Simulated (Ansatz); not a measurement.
What biaxial strain +0.42 %, plane normal [111], relaxed out of plane does to Al

The parent structure is Al in the fcc (Cu type) structure (space group Fm-3m, No. 225; a = 4.0155 Å; relaxed with 0.1 eV smearing). Axes: x, y, z lie along the cube axes.

One thing is altered: tensile biaxial strain of 0.42 % in the plane normal to [111], as in epitaxy on a mismatched substrate; the out-of-plane cell vector and the atoms relax.

Level of theory: PBEsol (Ansatz, a first-principles code), no SOC. Settings: 28×28×28 k-points, 0.1 eV Fermi–Dirac smearing.

```json
[
 {"quantity": "volume per atom", "base": "16.19 Å³", "changed": "16.25 Å³", "shift": "+0.068 Å³"},
 {"quantity": "space group", "base": "Fm-3m (No. 225)", "changed": "R-3m (No. 166)", "shift": "–"},
 {"quantity": "shortest interatomic distance", "base": "283.9 pm", "changed": "283.5 pm", "shift": "-0.4 pm"},
 {"quantity": "energy relative to the base (free energy F)", "base": "0 meV/atom", "changed": "+0.2 meV/atom", "shift": "+0.2 meV/atom"},
 {"quantity": "pressure (mean of the normal stresses, compression positive)", "base": "0.0 GPa", "changed": "-0.3 GPa", "shift": "-0.3 GPa"},
 {"quantity": "band gap", "base": "zero", "changed": "zero", "shift": "–"},
 {"quantity": "out-of-plane strain", "base": "–", "changed": "-0.42 %", "shift": "–"},
 {"quantity": "mean in-plane stress (compression positive)", "base": "–", "changed": "-0.5 GPa", "shift": "–"}
]
```

Stability against distortions was not tested.
